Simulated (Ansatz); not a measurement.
Base system: Al in the fcc (Cu type) structure (space group Fm-3m, No. 225; a = 3.994 Å; relaxed with 0.1 eV smearing). Axes: x, y, z lie along the cube axes.

Method: DFT with r2SCAN, PAW potentials and a 500 eV plane-wave cutoff in Ansatz (a program for electronic structure), no SOC.

Strains are applied to the cell and any free atomic positions relax; under biaxial strain the out-of-plane vector relaxes too.

One change was made to it. Results:

| quantity | base | after |
|---|---|---|
| pressure (mean of the normal stresses, compression positive) | 0.0 GPa | -0.4 GPa |
| energy relative to the base (free energy F) | 0 meV/atom | +0.3 meV/atom |

Q: Name the change that was made.
A. biaxial strain +3.00 %, plane normal [001], relaxed out of plane
B. biaxial strain +1.50 %, plane normal [001], relaxed out of plane
C. biaxial strain +2.00 %, plane normal [001], relaxed out of plane
D. biaxial strain +2.50 %, plane normal [001], relaxed out of plane
E. biaxial strain +0.50 %, plane normal [001], relaxed out of plane

A: E, biaxial strain +0.50 %, plane normal [001], relaxed out of plane. For comparison, the energy relative to the base in the other runs: biaxial strain +2.00 %, plane normal [001], relaxed out of plane gives +5.1 meV/atom; biaxial strain +1.50 %, plane normal [001], relaxed out of plane gives +2.8 meV/atom; biaxial strain +3.00 %, plane normal [001], relaxed out of plane gives +11 meV/atom; biaxial strain +2.50 %, plane normal [001], relaxed out of plane gives +7.9 meV/atom.

Whether these cells are dynamically stable was not tested.
